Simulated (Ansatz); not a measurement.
We consider PtC (model structure, Fm-3m, No. 225, 2 atoms in the cell), described by PBE in Ansatz (plane waves, PAW).

Numerical settings: plane-wave cutoff 520 eV, 22×22×22 k mesh, Fermi–Dirac smearing 0.05 eV, scalar-relativistic PAW data made under PBE.

Cell (relaxed at this level):

```cif
data_CPt
_chemical_formula_sum 'Pt1 C1'
_space_group_name_H-M_alt 'P 1'
_space_group_IT_number 1
_cell_length_a 3.15804
_cell_length_b 3.15804
_cell_length_c 3.15804
_cell_angle_alpha 60.000
_cell_angle_beta 60.000
_cell_angle_gamma 60.000
loop_
_space_group_symop_operation_xyz
  'x, y, z'
loop_
_atom_site_label
_atom_site_type_symbol
_atom_site_fract_x
_atom_site_fract_y
_atom_site_fract_z
_atom_site_occupancy
Pt1 Pt 0.00000 0.00000 0.00000 1
C1 C 0.50000 0.50000 0.50000 1
```

Give the computed bulk modulus B0.


* **bulk modulus B0**: 259 GPa

The run finds no gap.

Note: the bulk modulus is −V dP/dV from two relaxed cells at ±2 % in volume; the relaxation could raise the start's symmetry but not lower it, so the cell can be a saddle point.

Spin–orbit coupling is not included; it can open a gap where bands touch, and shift volumes and moduli.

The computed numbers hold no vibrational or temperature effects.

The result took very roughly 40 core-seconds.

A model structure was made by putting elements into a prototype or built by hand; it is no filed structure, need not be a known phase, and can be a saddle point held by its symmetry.

Ansatz is a quantum-chemistry and plane-wave program.
